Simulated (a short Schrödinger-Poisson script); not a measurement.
## MOS inversion layer, SiO2 on p-type GaN

System: MOS inversion layer, SiO2 on p-type GaN, at 400 K.

| layer | material | thickness (nm) | Na (cm⁻³) |
|---|---|---|---|
| 1 | SiO2 | 3.6 | - |
| 2 | GaN | 470 | 1.8e18 |

The device is made up for the run: typed textbook-type constants, with dimensions and the other settings drawn at random. SiO2: permittivity 3.9, conduction-band edge (eV) 3.2, gap (eV) 9, electron mass (mₑ) 0.5. GaN: permittivity 9.5, conduction-band edge (eV) 0, gap (eV) 3.43, Nv at 300 K (cm⁻³) 4.6e19.

Channel valleys (confinement mass, in-plane density-of-states mass, number): Γ 0.2, 0.2, 1. At the gate the conduction-band edge of layer 1 lies 3.71 eV − eVg above the Fermi level of the channel; the field vanishes at the back. Gaps are held at their typed values at every temperature. Mesh 0.03 nm at interfaces.

Solved with a short Schrödinger-Poisson script written for these runs: 1D Poisson equation in equilibrium, electrons quantum, Hartree plus LDA exchange-correlation (BenDaniel-Duke, 12 states a valley, the channel's in-plane mass for all, wave functions free to enter the dielectric), parabolic valleys, classical holes, full ionisation, no traps, pinning or gate leakage.

| Vg (V) | electrons (cm⁻²) | C (μF/cm²) | Γ E0 (meV) | Γ E1 (meV) |
|---|---|---|---|---|
| 1.65 | 4.88e6 | 0.163 | 458.0 | 728.0 |
| 1.8 | 1.68e8 | 0.161 | 336.0 | 610.3 |
| 1.95 | 6.17e9 | 0.178 | 211.8 | 491.2 |
| 2.1 | 1.46e11 | 0.452 | 101.9 | 388.2 |
| 2.25 | 6.56e11 | 0.698 | 47.0 | 339.9 |
| 2.4 | 1.33e12 | 0.768 | 18.5 | 316.8 |
| 2.55 | 2.05e12 | 0.796 | -1.2 | 301.9 |
| 2.7 | 2.79e12 | 0.811 | -17.0 | 290.6 |
| 2.85 | 3.55e12 | 0.820 | -30.6 | 281.3 |
| 3 | 4.32e12 | 0.826 | -42.9 | 273.0 |
| 3.15 | 5.09e12 | 0.830 | -54.4 | 265.5 |
| 3.3 | 5.86e12 | 0.833 | -65.3 | 258.4 |
| 3.45 | 6.64e12 | 0.836 | -75.8 | 251.6 |
| 3.6 | 7.41e12 | 0.838 | -86.0 | - |
| 3.75 | 8.20e12 | 0.839 | -96.0 | - |
| 3.9 | 8.98e12 | 0.841 | - | - |
| 4.05 | 9.76e12 | 0.842 | - | - |

Gate voltages with under 1e6 electrons/cm² are left out.

Subbands count from the Fermi level; a dash marks a level above the dielectric's band edge.

In real p-type GaN the Mg acceptor is only partly ionised, and so wide a gap doesn't supply an inversion layer without source and drain.
